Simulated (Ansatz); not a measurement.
The (10-10) face of hcp Zr can be cut between different planes. Symmetric, stoichiometric slabs relaxed in the 1x1 cell (16.7 Å²): top plane Zr, 0.93 Å over the next in the ideal cut; top plane Zr, 1.87 Å over the next in the ideal cut.

Method: PBE (plane waves to 420 eV, PAW; Ansatz, an electronic-structure program).

**Question.** Rank these by surface energy (lowest first), as PBE gives it.

**Answer.** the cut with an outer spacing of 0.93 Å (1.67 J/m²), the cut with an outer spacing of 1.87 Å (1.92 J/m²)
